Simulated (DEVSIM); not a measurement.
**abrupt Si n-p junction**

Device: abrupt Si n-p junction, at 250 K.

| layer (left to right) | material | thickness (μm) | Nd (cm⁻³) | Na (cm⁻³) | τn (s) | τp (s) |
|---|---|---|---|---|---|---|
| 1 | Si | 92.0 | 1.2e18 | - | 1.5e-5 | 1.5e-5 |
| 2 | Si | 0.920 | - | 2.6e15 | 1.5e-5 | 1.5e-5 |

Left contact: ohmic. Right contact: ohmic. Voltage is applied to the left contact. Recombination: SRH at mid-gap, Auger. Mobility is constant in doping.

Constants are typed, rounded textbook-type inputs, not results; the design itself was drawn at random and stands for no fabricated device. Values at 300 K; Nc and Nv go as T^1.5, mobilities as T to minus their exponent, the gap by Varshni's rule with the affinity fixed.

```tsv
parameter	Si
gap (eV)	1.124
affinity (eV)	4.05
permittivity	11.7
Nc (cm⁻³)	2.86e19
Nv (cm⁻³)	3.1e19
μn (cm²/Vs)	1417
μp (cm²/Vs)	470
T exponent of μn	2.3
T exponent of μp	2.2
Cn (cm⁶/s)	2.8e-31
Cp (cm⁶/s)	9.9e-32
Varshni α (eV/K)	0.000473
Varshni β (K)	636
```

Model (solved in DEVSIM): 1D drift-diffusion, Boltzmann statistics, complete ionisation; no tunnelling, impact ionisation, image-force lowering or self-heating.

```yaml
potential_step_across_the_device_at_zero_bias: 0.877 V
largest_field_in_the_device_at_zero_bias: 58000 V/cm
Dark forward voltage at 1 A/cm²: 0.622 V
Dark forward voltage at 100 A/cm²: 0.733 V
```

Dark forward current:

```json
[
 {"V (V)": "-0.05", "J (A/cm²)": "-9.8e-12"},
 {"V (V)": "-0.10", "J (A/cm²)": "-7.5e-11"},
 {"V (V)": "-0.15", "J (A/cm²)": "-6.2e-10"},
 {"V (V)": "-0.20", "J (A/cm²)": "-5.5e-9"},
 {"V (V)": "-0.25", "J (A/cm²)": "-5.2e-8"},
 {"V (V)": "-0.30", "J (A/cm²)": "-4.9e-7"},
 {"V (V)": "-0.35", "J (A/cm²)": "-4.7e-6"},
 {"V (V)": "-0.40", "J (A/cm²)": "-4.5e-5"},
 {"V (V)": "-0.45", "J (A/cm²)": "-0.00043"},
 {"V (V)": "-0.50", "J (A/cm²)": "-0.0041"},
 {"V (V)": "-0.55", "J (A/cm²)": "-0.039"},
 {"V (V)": "-0.60", "J (A/cm²)": "-0.37"},
 {"V (V)": "-0.65", "J (A/cm²)": "-3.4"},
 {"V (V)": "-0.70", "J (A/cm²)": "-29"},
 {"V (V)": "-0.75", "J (A/cm²)": "-180"},
 {"V (V)": "-0.80", "J (A/cm²)": "-680"},
 {"V (V)": "-0.85", "J (A/cm²)": "-1600"},
 {"V (V)": "-0.90", "J (A/cm²)": "-2900"}
]
```

Dark reverse current:

| V (V) | J (A/cm²) |
|---|---|
| 0.20 | 6.1e-12 |
| 0.50 | 1.2e-11 |
| 1.00 | 2.1e-11 |
| 1.50 | 3.0e-11 |
| 2.00 | 3.7e-11 |
| 3.00 | 5.0e-11 |
| 4.00 | 6.2e-11 |
| 5.00 | 7.2e-11 |
| 6.50 | 8.7e-11 |
| 8.00 | 1.0e-10 |
| 10.00 | 1.2e-10 |
